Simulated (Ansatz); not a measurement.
The reference is Re in the hcp (Mg type) structure (space group P6_3/mmc, No. 194; a = 2.752 Å, c = 4.440 Å; relaxed with 0.1 eV smearing). Axes: x lies along a and z along c of the hexagonal cell.

All numbers come from Ansatz (an electronic-structure program) PBEsol, spin-orbit coupling left out.

Before the change:

```
Quantity                         Value
-----------------------------  -------
Shortest interatomic distance  2.730 Å
Pressure                       0.0 GPa
```

Modification: the cell is compressed by 1.50 % along x with no lateral relaxation, atoms relaxed at fixed cell.

Task: What happens to the shortest interatomic distance, energy relative to the base and pressure?

Result: The shortest interatomic distance shrinks by 0.019 Å (2.730 Å → 2.711 Å); the energy rises by 6.9 meV/atom; the pressure (mean of the normal stresses, compression positive) goes from zero to 6.2 GPa.

The cells carry an imposed strain or load. No phonon test of stability was made. All final runs are without spin polarisation.
